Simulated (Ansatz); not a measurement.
Start from AlN in the zinc blende structure (space group F-43m, No. 216; a = 4.378 Å). Axes: x, y, z lie along the cube axes.

Computed with PBEsol in Ansatz (plane waves to 420 eV, PAW, without spin-orbit coupling).

Perturbation: uniaxial strain ε_yy = −1.47 %, all other strain components held at zero; the atoms relax in the strained cell.

**Question.** Predict the stress tensor and what it implies for the stiffness.

**Answer.** Stress of the strained cell less that of the base (GPa, compression positive):
```
   2.44    0.00    0.00
   0.00    4.23    0.00
   0.00    0.00    2.44
```

Then −Δσ_ii/ε with ε = -0.0147 gives secant stiffness values (nonlinear terms included at this strain): C22 ≈ 288 GPa, C12 ≈ 166 GPa and C23 ≈ 166 GPa.

Whether these cells are dynamically stable was not tested. This is not the structure that AlN has at room temperature and ambient pressure.

Ansatz is a quantum-chemistry and plane-wave program.
